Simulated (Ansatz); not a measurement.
The starting structures come from a database of crystals and need not be the phases stable at ambient conditions.

Evanescent states of Al$_{2}$CdSe$_{4}$ (Fd-3m, spinel, not sure to be the ambient phase, 14 atoms a cell, 22.8 Å³ an atom) along the normal of (111)

The numbers are results of PBEsol (plane waves, PAW; Ansatz, an electronic-structure program), not measurements.

The gap is the functional's own. No spin-orbit coupling. Mid-gap values are interpolated on the energy grid.

Energies count from the valence-band top; κ is the least over a 6×6 mesh across the current.

| E (eV) | κ (1/Å) | where |
|---|---|---|
| 0.04 | 0.040 | Γ |
| 0.12 | 0.055 | Γ |
| 0.20 | 0.065 | Γ |
| 0.28 | 0.072 | Γ |
| 0.36 | 0.078 | Γ |
| 0.44 | 0.082 | Γ |
| 0.52 | 0.085 | Γ |
| 0.60 | 0.086 | Γ |
| 0.68 | 0.087 | Γ |
| 0.76 | 0.086 | Γ |
| 0.84 | 0.084 | Γ |
| 0.92 | 0.081 | Γ |
| 1.00 | 0.077 | Γ |
| 1.08 | 0.071 | Γ |
| 1.16 | 0.062 | Γ |
| 1.24 | 0.051 | Γ |
| 1.32 | 0.031 | Γ |

Task: How thick must the barrier be to attenuate the transmission by 10^6 when the electrodes' Fermi level lies at 1.24 eV, and what attenuation does that film give at 0.84 eV?

Result: d = 6 ln 10 / (2 × 0.051) = 135.4 Å. At 0.84 eV it gives 6 × 0.084/0.051 = 9.9 decades.
